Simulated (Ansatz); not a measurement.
Response to strain in SiO2

The reference is SiO2 (space group P3_221, No. 154).

```
CELL_PARAMETERS angstrom
      5.02211     0.00000     0.00000
     -2.51105     4.34927     0.00000
      0.00000     0.00000     5.51028
ATOMIC_POSITIONS crystal
  Si 0.47673 0.47673 0.00000
  Si 0.52327 0.00000 0.66667
  Si 0.00000 0.52327 0.33333
  O  0.41453 0.15915 0.87178
  O  0.84085 0.25538 0.53845
  O  0.15915 0.41453 0.12822
  O  0.58547 0.74462 0.79488
  O  0.25538 0.84085 0.46155
  O  0.74462 0.58547 0.20512
```

Cartesian axes are those of the cell as printed.

Strains are applied to the cell and any free atomic positions relax; under biaxial strain the out-of-plane vector relaxes too.

Method: PBE (Ansatz, a quantum-chemistry and plane-wave program), no spin-orbit coupling.

Notes on the quantities. pressure: mean of the normal stresses, compression positive.

| case | pressure | smallest direct gap | gap character |
|---|---|---|---|
| base | 0.0 kbar | 6.01 eV | indirect, K → Γ |
| biaxial strain +0.75 %, plane normal [001], relaxed out of plane | -3.8 kbar | 5.98 eV | indirect, K → Γ |
| biaxial strain +2.25 %, plane normal [001], relaxed out of plane | (withheld) | (withheld) | indirect, M → Γ |
| biaxial strain +3.00 %, plane normal [001], relaxed out of plane | -13.9 kbar | 5.79 eV | indirect, M → Γ |

Some entries are withheld; estimate them.


- biaxial strain +2.25 %, plane normal [001], relaxed out of plane, pressure: -10.7 kbar
- biaxial strain +2.25 %, plane normal [001], relaxed out of plane, smallest direct gap: 5.89 eV

No phonon test of stability was made.
